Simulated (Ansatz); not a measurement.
We consider SiO2 (P4₁2₁2, No. 92), described by PBE0 (Ansatz, an electronic-structure program, PAW).

Numerical settings: plane-wave cutoff 460 eV, 4×4×4 k mesh, Fermi–Dirac smearing 0.01 eV, scalar-relativistic PAW data made under PBE.

Cell (measured lattice):

```cif
data_O8Si4
_chemical_formula_sum 'Si4 O8'
_space_group_name_H-M_alt 'P41212'
_space_group_IT_number 92
_space_group_name_Hall 'P 4abw 2nw'
_cell_length_a 4.97090
_cell_length_b 4.97090
_cell_length_c 6.92780
_cell_angle_alpha 90.000
_cell_angle_beta 90.000
_cell_angle_gamma 90.000
loop_
_atom_site_label
_atom_site_type_symbol
_atom_site_symmetry_multiplicity
_atom_site_Wyckoff_symbol
_atom_site_fract_x
_atom_site_fract_y
_atom_site_fract_z
_atom_site_occupancy
Si1 Si 4 a 0.30050 0.30050 0.00000 1
O1 O 8 b 0.23920 0.10370 0.17860 1
```

Estimate the band gap that the calculation returns.


- band gap = 8.34 eV (on the SCF k mesh) (direct)

Note: cell and atoms aren't relaxed at this level (largest force component 0.24 eV/Å, pressure 3.1 GPa).

The result took roughly 2.0 core-minutes.
